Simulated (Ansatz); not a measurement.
The parent structure is PbI2 in the 2H-MoS2 type structure (space group P6_3/mmc, No. 194; a = 4.273 Å, c = 14.362 Å; a hypothetical phase, not in the database extracts checked).

It is then changed as follows: a hydrostatic pressure of 0.7 GPa.

Levels (all Ansatz, a first-principles code, PAW, earlier PAW set): PBEsol-D3(BJ) (420 eV, no SOC); HSE06 (420 eV, spin-orbit coupling left out); PBEsol+SOC (420 eV, with spin-orbit coupling).

One geometry, relaxed with PBEsol-D3(BJ), under each level:

The valence-band top lists the three highest levels at Γ (Kramers pairs under SOC), from the VBM.

| level | band gap | lowest conduction level above the VBM at special points | valence-band top at Γ | electron mass | hole mass |
|---|---|---|---|---|---|
| PBEsol-D3(BJ) | 1.10 eV | K 1.10 eV; M 1.43 eV; H 1.55 eV; Γ 2.56 eV | 0.00, -0.63, -0.63 eV | 0.33 mₑ along c, 0.47 mₑ across (at K) | 0.29 mₑ along c, 0.90 mₑ across (at Γ) |
| HSE06 | ? | ? | – | – | – |
| PBEsol+SOC | 0.79 eV | K 0.79 eV; M 1.12 eV; H 1.06 eV; L 1.66 eV | 0.00, -0.48, -0.82 eV | 0.38 mₑ along c, 0.52 mₑ across (at K) | 0.30 mₑ along c, 0.42 mₑ across (at Γ) |

### Question
Give the withheld HSE06 results.

### Answer

- HSE06, band gap: 1.67 eV
- HSE06, lowest conduction level above the VBM at special points: K 1.67 eV; M 2.06 eV; H 2.13 eV; Γ 3.37 eV

Single points use the geometry relaxed with PBEsol-D3(BJ). The hybrid gap comes from the SCF mesh plus the semilocal run's edge points and a few special points and is an upper bound. The spin-orbit shifts are approximate. With I and Pb present, leaving out spin-orbit coupling can change the band edges. Load acts through the strain it causes; cell and atoms are relaxed under it. Masses are band curvatures over ±0.01 Å⁻¹ around the edge. No phonon test of stability was made.
